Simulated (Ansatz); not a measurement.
W on the In site (W_In) in bixbyite In2O3

Calculation: PBE, PAW (plane waves to 420 eV; Ansatz, a first-principles code). The supercell holds 80 host sites (1×1×1 repeats of a cell of 80 atoms), with a 2×2×2 Γ-centred k-point sampling for the final energies. Site at the start: the In(2) site. Finite-size correction: monopole term and site-potential alignment. Dielectric constants: PBE linear response of the host. Host gap at this level: 0.94 eV. A cell of this size leaves errors of a few tenths of an eV. Levels are measured in PBE's own, too narrow, gap. Spin–orbit coupling is left out, which matters for these heavy elements. Each state is the lowest found from its start.

Charges with a result: +2, +1, 0, −1. Others weren't obtained, and one of them could lie lower, also by skipping a charge.

```json
[
 {"charge": "+2*", "moment (μB)": "quenched", "point group": "C3i", "largest move off a lattice site (Å)": "0.30", "image correction with alignment (eV)": "–", "above the lowest spin state (eV)": "0.00"},
 {"charge": "+1*", "moment (μB)": "fractional", "point group": "–", "largest move off a lattice site (Å)": "0.28", "image correction with alignment (eV)": "–", "above the lowest spin state (eV)": "0.00"},
 {"charge": "+1*", "moment (μB)": "not spin-polarised", "point group": "C3i", "largest move off a lattice site (Å)": "0.28", "image correction with alignment (eV)": "–", "above the lowest spin state (eV)": "0.01"},
 {"charge": "0†", "moment (μB)": "fractional", "point group": "–", "largest move off a lattice site (Å)": "0.29", "image correction with alignment (eV)": "0.00", "above the lowest spin state (eV)": "0.00"},
 {"charge": "0†", "moment (μB)": "fractional", "point group": "–", "largest move off a lattice site (Å)": "0.29", "image correction with alignment (eV)": "0.00", "above the lowest spin state (eV)": "0.00"},
 {"charge": "−1†", "moment (μB)": "fractional", "point group": "–", "largest move off a lattice site (Å)": "0.17", "image correction with alignment (eV)": "-0.01", "above the lowest spin state (eV)": "0.00"},
 {"charge": "−1†", "moment (μB)": "not spin-polarised", "point group": "–", "largest move off a lattice site (Å)": "0.24", "image correction with alignment (eV)": "-0.05", "above the lowest spin state (eV)": "0.18"}
]
```

* At this level the carrier isn't localised at the defect: at charge +2 electrons occupy the conduction band; at charge +1 electrons occupy the conduction band. Such a state is shallow or no state of the defect, and this cell gives it no level.

† Not settled in this cell, so no level is given: charge 0: fractional moment, level within 0.1 eV of a band edge or past it; charge −1: fractional moment, level within 0.1 eV of a band edge or past it.

Point groups are those of the whole cell at tolerances of 0.03 and 0.1 Å ("near" where only the looser one holds); none is given for unsettled states.

Starting moments that weren't kept: charge +2 began with 1 μB and ended with 0.0; charge +1 began with 2 μB and ended with 0.2; charge 0 began with 3 μB and ended with 1.2; charge −1 began with 4 μB and ended with 2.2.

Flagged in the runs: a doubtful potential alignment, a host whose relaxation on this sampling wasn't shown to rest, a strain field that reaches the edge of the cell, host ions not shown at rest.

All states together cost roughly 9 core-hours.
